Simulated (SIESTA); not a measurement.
Band structure of SnSe2 (P-3m1, 3 atoms in the cell).

```xyz
3
Lattice="3.8258 0.0000 0.0000 -1.9129 3.3132 0.0000 0.0000 0.0000 6.4586" Properties=species:S:1:pos:R:3 pbc="T T T"
Sn     0.0000     0.0000     0.0000
Se     1.9129     1.1044     4.8898
Se     0.0000     2.2088     1.5688
```

Method of the run: GGA PBE, numerical atomic orbitals DZP, PseudoDojo PBE standard norm-conserving potentials (rewritten from UPF to PSML) in SIESTA.

Settings: XC.functional = GGA; XC.authors = PBE; potentials = PseudoDojo PBE standard; PAO.BasisSize = DZP; PAO.EnergyShift = 0.01 Ry; MeshCutoff = 350 Ry; kgrid.MonkhorstPack = 7 7 4; OccupationFunction = FD; ElectronicTemperature = 10 K; MaxSCFIterations = 150; SCF.Mixer.Method = Broyden; SCF.Mixer.Weight = 0.1; SCF.Mixer.History = 8; SCF.DM.Tolerance = 1.0E-04.

The starting cell comes from a database of computed structures (which also holds hypothetical and non-ambient phases and stackings), without a prior relaxation at this level. Its lattice was rescaled by a random factor within 2.5 % of one. Values carry the incompleteness of an atom-centred basis.

Q: Predict the gap along the standard path and the places of the band edges.

A: The gap along the path is 0.83 eV, from a point between Γ and M to a point between L and M; the smallest direct gap on it is 1.27 eV.

Levels in eV from the top of the valence band on the path, bands 20 to 24:
| point | 20 | 21 | 22 | 23 | 24 |
|---|---|---|---|---|---|
| Γ | -0.48 | -0.20 | -0.20 | -0.13 | 1.16 |
| M | -2.63 | -2.41 | -0.94 | -0.27 | 1.17 |
| K | -3.59 | -3.27 | -1.23 | -1.23 | 1.62 |
| A | -0.54 | -0.54 | -0.11 | -0.11 | 2.29 |
| L | -2.31 | -1.96 | -0.69 | -0.50 | 0.85 |
| H | -3.93 | -3.49 | -0.42 | -0.42 | 2.36 |

Higher empty bands are left out: an atom-centred basis made for the valence describes them poorly.
